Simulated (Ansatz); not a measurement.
The reference is BaTiO3 in the cubic perovskite structure (space group Pm-3m, No. 221; a = 3.994 Å). Axes: x, y, z lie along the cube axes.

Level of theory: r2SCAN in Ansatz (plane waves to 500 eV, PAW, without spin-orbit coupling), earlier PAW set.

Strains are applied to the cell and any free atomic positions relax; under biaxial strain the out-of-plane vector relaxes too.

One change was made to it. Results:

The smallest direct gap drops by 0.10 eV to 2.18 eV; the band gap shrinks by 0.18 eV, from 2.18 eV to 2.00 eV; the energy grows by 19 meV/atom.

### Question
What was done to the base?
(A) uniaxial strain ε_yy = +1.08 %
(B) strain tensor (xx, yy, zz, yz, xz, xy) = (−0.75, +0.07, −0.87, +0.13, −0.33, −0.66) %
(C) biaxial strain +2.83 %, plane normal [110], relaxed out of plane
(D) uniaxial strain ε_xx = +4.16 %
(E) isotropic strain −0.60 %

### Answer
D, uniaxial strain ε_xx = +4.16 %. For comparison, the band gap in the other runs: biaxial strain +2.83 %, plane normal [110], relaxed out of plane gives 1.93 eV; isotropic strain −0.60 % gives 2.22 eV; strain tensor (xx, yy, zz, yz, xz, xy) = (−0.75, +0.07, −0.87, +0.13, −0.33, −0.66) % gives 2.17 eV; uniaxial strain ε_yy = +1.08 % gives 2.13 eV.

No phonon test of stability was made. The final runs are not spin-polarised. Many cubic perovskites are stable only at high temperature; tilts and polar distortions were not tested. This is not the structure that BaTiO3 has at room temperature and ambient pressure.

Ansatz is a program for electronic structure.
